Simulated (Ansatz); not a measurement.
The starting structures come from a database of crystals and need not be the phases stable at ambient conditions.

Inside the gap of an insulator the Bloch states are evanescent, with a wavenumber k + iκ along the transport direction.

Here is the system:

```
CELL_PARAMETERS angstrom
      6.01057     0.00000     0.00000
      0.00000    10.58797     0.00000
      0.00000     1.44610     3.63594
ATOMIC_POSITIONS crystal
  Sr 0.39757 0.65952 0.09048
  Sr 0.60243 0.34048 0.90952
  Sr 0.89757 0.84048 0.40952
  Sr 0.10243 0.15952 0.59048
  H  0.62874 0.97353 0.77647
  H  0.37126 0.02647 0.22353
  H  0.12874 0.52647 0.72353
  H  0.87126 0.47353 0.27647
  H  0.81507 0.59207 0.65793
  H  0.18493 0.40793 0.34207
  H  0.31507 0.90793 0.84207
  H  0.68493 0.09207 0.15793
  O  0.87308 0.37519 0.37481
  O  0.12692 0.62481 0.62519
  O  0.37308 0.12481 0.12519
  O  0.62692 0.87519 0.87481
  O  0.65427 0.60635 0.64365
  O  0.34573 0.39365 0.35635
  O  0.15427 0.89365 0.85635
  O  0.84573 0.10635 0.14365
```

Space group of this cell: Pnma. The cell is taken as given.

Transport runs along the normal of the first two printed cell vectors.

The gap is the functional's own. No spin-orbit coupling. Mid-gap values are interpolated on the energy grid.

Problem. Compute, with r2SCAN in Ansatz (an electronic-structure program), the band gap and the smallest decay constant κ at mid-gap.

Solution. Gap 4.80 eV on a 6×8×8 mesh; κ = 0.393 1/Å, at the zone centre.
